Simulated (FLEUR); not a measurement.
A self-consistent single point of SrO (Fm-3m, 2 atoms in the cell) with FLEUR.

Computed with PBE, all-electron FLAPW (FLEUR), scalar-relativistic valence in FLEUR.

The change in words: lattice scaled by 0.98. Reference geometry:
```
SrO
1.0
    0.00000     2.58000     2.58000
    2.58000     0.00000     2.58000
    2.58000     2.58000     0.00000
Sr O
1 1
Direct
  0.00000   0.00000   0.00000
  0.50000   0.50000   0.50000
```

Reference input (self-consistent single point, DFT, PBE, all-electron FLAPW (FLEUR), scalar-relativistic valence): Kmax = 3.8 1/bohr; GmaxXC = 11.4 1/bohr; xcFunctional = pbe; jspins = 1; l_soc = F; mode = hist; fermiSmearingEnergy = 0.00183747 Htr; mesh (inpgen div1-3) = 8 8 8; inpgen gamma flag = true; Gmax = 11.4 1/bohr; numbands = 0; maxIterBroyd = 15. This run's input differs from it in these lines:

```diff
@@ -3,5 +3,5 @@
 &input film=f /
--0.0000000000 4.8754934015 4.8754934015
-4.8754934015 -0.0000000000 4.8754934015
-4.8754934015 4.8754934015 -0.0000000000
+0.0000000000 4.7779835335 4.7779835335
+4.7779835335 0.0000000000 4.7779835335
+4.7779835335 4.7779835335 -0.0000000000
 1.0
@@ -43,5 +43,5 @@
          <bravaisMatrix>
-            <row-1>    0.0000000000000000     4.8754934015000000     4.8754934015000000</row-1>
-            <row-2>    4.8754934015000000     0.0000000000000000     4.8754934015000000</row-2>
-            <row-3>    4.8754934015000000     4.8754934015000000     0.0000000000000000</row-3>
+            <row-1>    0.0000000000000000     4.7779835334999996     4.7779835334999996</row-1>
+            <row-2>    4.7779835334999996     0.0000000000000000     4.7779835334999996</row-2>
+            <row-3>    4.7779835334999996     4.7779835334999996     0.0000000000000000</row-3>
          </bravaisMatrix>
```

Output (repeated stretches shortened):

```
 Iteration:     1   Distance:      20.71848744 me/bohr^3
 Iteration:     2   Distance:      17.21852764 me/bohr^3
 Iteration:     3   Distance:       6.18775109 me/bohr^3
 Iteration:     4   Distance:       9.40009650 me/bohr^3
 Iteration:     5   Distance:       0.94416897 me/bohr^3
   [... 8 lines left out ...]
 Iteration:    14   Distance:       0.00011488 me/bohr^3
 Iteration:    15   Distance:       0.00002636 me/bohr^3
 Iteration:    16   Distance:       0.00002154 me/bohr^3
 Iteration:    17   Distance:       0.00000538 me/bohr^3
 Run finished successfully
 Stop message:
   Structural relaxation: Done

[file out, last iteration]
             iter=     18
[...]
          total density-effective poten   -5.2548403496E+03
          total charge density-energy d   -1.1390822289E+02
 Updated energy parameters for spin:           1
[...]
 fermi energy and band-weighting factors:

[...]
FERMIE:
          first approx. to ef    (T=0)  :   0.224310 htr   (energy of the highest occ. eigenvalue)
          number of occ. states  (T=0)  :        232
          first approx. to seigv (T=0)  :  -3.163318 htr
          sum of weights of occ. states :   8.000000
          sum of semicore charge        :   0.000000 e
FERHIS:  Fermi-Energy by histogram:
          bandgap                     :   0.121596 htr
   [... lines left out ...]
          charge neutrality (T=0)     :   0.000000    (zero if the highest occ. eigenvalue is "entirely" occupied)
 Direct bandgap for spin            1 :   0.12398333980880191       Htr
 ---->    free energy=                     -3255.2278676771 htr
   [... lines left out ...]
      extrapolation for T->0
 ---->    total electron energy=           -3255.2278676771 htr
 ***** TOTAL FORCES ON ATOMS *****
 TOTAL FORCE FOR ATOM TYPE=  1  X=  0.000   Y=  0.000   Z=  0.000
                       FX_TOT= 0.000000 FY_TOT= 0.000000 FZ_TOT= 0.000000
 TOTAL FORCE FOR ATOM TYPE=  2  X=  4.778   Y=  4.778   Z=  4.778
                       FX_TOT= 0.000000 FY_TOT= 0.000000 FZ_TOT= 0.000000
 Structural relaxation: Done
```

The run converged in 17 iterations. FLEUR gives forces in its relaxation mode, with a further iteration, so its stop message speaks of a relaxation. Against the reference run the free energy goes up by 29.5 meV/atom and the gap on the mesh goes from 3.327 to 3.309 eV.

The starting cell has typed, rounded lattice constants, without a prior relaxation at this level. For this run, on top of that: lattice scaled by 0.98. Values depend on the basis (sphere radii, cutoffs, local orbitals), which need not be converged.
